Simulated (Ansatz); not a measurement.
An Ansatz (a quantum-chemistry and plane-wave program) run: hypothetical rutile SnS2 with a change (biaxial strain −1.76 %, plane normal [001], relaxed out of plane); Kohn–Sham DFT with the PBEsol functional, run in Ansatz with PAW and 420 eV plane waves, no SOC, earlier PAW set.

Input:

Ansatz 0.2 input:
```yaml
crystal:
  lattice:
    - [5.9637642644, 0, 0]
    - [0, 5.9637642644, 0]
    - [0, 0, 3.8207937414]
  atoms:
    - { symbol: Sn, position: [0, 0, 0] }
    - { symbol: Sn, position: [0.5, 0.5, 0.5] }
    - { symbol: S, position: [0.306718827, 0.306718827, 0] }
    - { symbol: S, position: [0.806718827, 0.193281173, 0.5] }
    - { symbol: S, position: [0.193281173, 0.806718827, 0.5] }
    - { symbol: S, position: [0.693281173, 0.693281173, 0] }
basis: { ecutwfc: 420, ecutrho_ratio: 4, xc_grid: 2, fft_grid_basis: typed }
kpoints: { mp_grid: { grid: [6, 6, 9] } }
hamiltonian:
  xc: pbesol
  dispersion: none
  pseudopotentials: { azcp: { folder: ./paw }, kind: paw }
scf: { occupations: { method: fermi_dirac, width: 0.05 } }
relax: { f_tol: 0.005, max_steps: 50, cell: { stress_tol: 0.01, fix: [a, b, gamma] } }
output: { forces: true, stress: true }
checkpoint: { write: state.ck, write_every: 1000 }
```

Output (explanatory and most iteration lines left out):

```
Relaxation: its limit of steps is 50 (relax.max_steps)
Pseudopotential: Sn, paw, valence charge 14
Pseudopotential: S, paw, valence charge 6
Crystal: 6 atoms, lattice volume = 135.892 Å³
Basis set: ecut = 420 eV, 2629 PW (Γ), exchange–correlation on 80×80×54 points (8 copies of the dense FFT grid, shifted against one another)
Bands: 32, of which v1, the nominal top of the filled ones, is band 26 counted from 1 (25 counted from 0)
Symmetry: 16 space group operations
Space group: P42/mnm (ITA 136), of the structure as read, at distance tolerance 5.1e-5 Å
k-points: 50 of 324
Functional: x = pbesol(κ = 0.804, μ = 0.12345679012345678), c = pbesol(β = 0.046)
SCF iter   1: F=—  HF=-15441.000784 eV  |F-HF|=—  |Δ(HF+E_count)|=         —  Δρ=3.18e-2  dr2=1.17e0  ethr=3.10e-3  ⟨swp⟩=7.6  Hψ=8008  notcnv=0  defer=1
SCF iter   2: F=—  HF=-15440.738061 eV  |F-HF|=—  |Δ(HF+E_count)|=   2.63e-1  Δρ=1.64e-2  dr2=2.53e-1  ethr=2.25e-3  ⟨swp⟩=2.0  Hψ=2216  notcnv=0  defer=62
SCF 1 converged in 7 iterations: F = -15440.696958 eV  dr2 = 7.53e-8
relax step   1: F+E_penalty+E_count = -15440.69695763 eV  Δ(F+E_penalty+E_count) = +0.000e0 eV  max|allowed force component| = 6.519e-2 eV/Å  Δτ_max = 0.0000 Å  P = +1.696 GPa  Ω = 135.892 Å³  fix = [a, b, gamma]  reactions: a +1.930, b +1.930 GPa  (7 SCF iters, dr2 threshold 1.00e-7 eV, accepted)
[... steps on the carried basis left out ...]
relax step   4: F+E_penalty+E_count = -15440.70190088 eV  Δ(F+E_penalty+E_count) = -1.056e-4 eV  max|allowed force component| = 6.789e-5 eV/Å  Δτ_max = 0.0021 Å  P = +0.847 GPa  Ω = 137.008 Å³  energy of the carried Pulay correction = -1.122e-4 eV  fix = [a, b, gamma]  reactions: a +1.272, b +1.272 GPa  (5 SCF iters, dr2 threshold 1.86e-8 eV, accepted)
Crystal: 6 atoms, lattice volume = 137.008 Å³
SCF iter   1: F=—  HF=-15440.702023 eV  |F-HF|=—  |Δ(HF+E_count)|=         —  Δρ=2.01e-5  dr2=2.28e-8  ethr=4.73e-7  ⟨swp⟩=4.1  Hψ=13336  notcnv=0
SCF iter   2: F=—  HF=-15440.702016 eV  |F-HF|=—  |Δ(HF+E_count)|=   7.32e-6  Δρ=1.03e-5  dr2=8.60e-9  ethr=4.39e-11  ⟨swp⟩=4.0  Hψ=4266  notcnv=0
SCF 5 converged in 7 iterations: F = -15440.702016 eV  dr2 = 9.38e-13
SCF converged after 7 iterations
Free energy (F): -15440.702016 eV
Internal energy: -15440.696286 eV  (E = F + TS)
E sigma→0 (E₀):  -15440.699151 eV
Entropy (-TS):   -0.005731 eV (-0.955 meV/atom)
Fermi energy:    6.904224 eV
--- Forces (eV/Å), atoms counted from 1 ---
  atom   1  Sn    -0.00000000    -0.00000000     0.00000000
  atom   2  Sn    -0.00000000     0.00000000     0.00000000
  atom   3  S      0.00005351     0.00005351    -0.00000000
  atom   4  S      0.00005351    -0.00005351    -0.00000000
  atom   5  S     -0.00005351     0.00005351     0.00000000
  atom   6  S     -0.00005351    -0.00005351     0.00000000
--- Stress (GPa, compression-positive) ---
        1.272528       0.000000       0.000000
        0.000000       1.272528       0.000000
        0.000000       0.000000      -0.002608
  P = ⅓ Tr σ = 0.8475 GPa (8.475 kbar)
--- Relaxed structure (4 steps of the walk, 4 accepted, 1 SCFs on fresh bases) ---
  cell:  # Å, volume = 137.0077 Å³
    - [5.9637642644, -1.0097838425991668e-111, -9.0758954524067e-34]
    - [-1.0097838425991668e-111, 5.9637642644, -7.819233005150389e-34]
    - [-5.814637032043222e-34, -5.009533442991083e-34, 3.852158290046473]
  atoms:
    - { symbol: Sn, position: [2.522958155865179e-35, 1.8179829457001353e-20, 1.404557248093596e-35] }
    - { symbol: Sn, position: [0.5, 0.5, 0.5000000000000001] }
    - { symbol: S, position: [0.3061658826860861, 0.3061658826860861, -4.5812194353707033e-35] }
    - { symbol: S, position: [0.8061658826860859, 0.19383411731391395, 0.5000000000000001] }
    - { symbol: S, position: [0.19383411731391395, 0.8061658826860859, 0.5000000000000001] }
    - { symbol: S, position: [0.6938341173139141, 0.6938341173139141, 1.621147851771579e-34] }
```

The mesh was chosen for an insulator and is coarse for the gapless case. Stability against distortions was not tested. All final runs are without spin polarisation. The cell was made from SnS$_{2}$ in the rutile structure (space group P4_2/mnm, No. 136; a hypothetical phase, not in the database extracts checked) by this change: biaxial strain −1.76 %, plane normal [001], relaxed out of plane.
